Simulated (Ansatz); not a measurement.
Take AlN in the zinc blende structure (space group F-43m, No. 216) as the base.

```yaml
crystal:
  lattice:
    - [0.00000, 2.17113, 2.17113]
    - [2.17113, 0.00000, 2.17113]
    - [2.17113, 2.17113, 0.00000]
  atoms:
    - { symbol: Al, position: [0.00000, 0.00000, 0.00000] }
    - { symbol: N, position: [0.25000, 0.25000, 0.25000] }
```

Cartesian axes are those of the cell as printed.

The values are results of LDA (Ansatz, a quantum-chemistry and plane-wave program; PAW; 420 eV plane waves; no spin-orbit coupling), not measurements.

For the base:

| Quantity | Result |
|---|---|
| Band gap | 3.25 eV |

One thing is altered: biaxial strain +1.67 %, plane normal [111], relaxed out of plane (Cartesian); in-plane vectors clamped, the third vector and the atoms free.

Q: How does this affect the band gap and energy relative to the base?

A: The band gap shrinks by 0.145 eV to 3.11 eV; the energy rises by 8.8 meV/atom.

Semilocal Kohn–Sham gaps tend to fall short of experiment. No phonon test of stability was made. This is not the structure that AlN has at room temperature and ambient pressure.
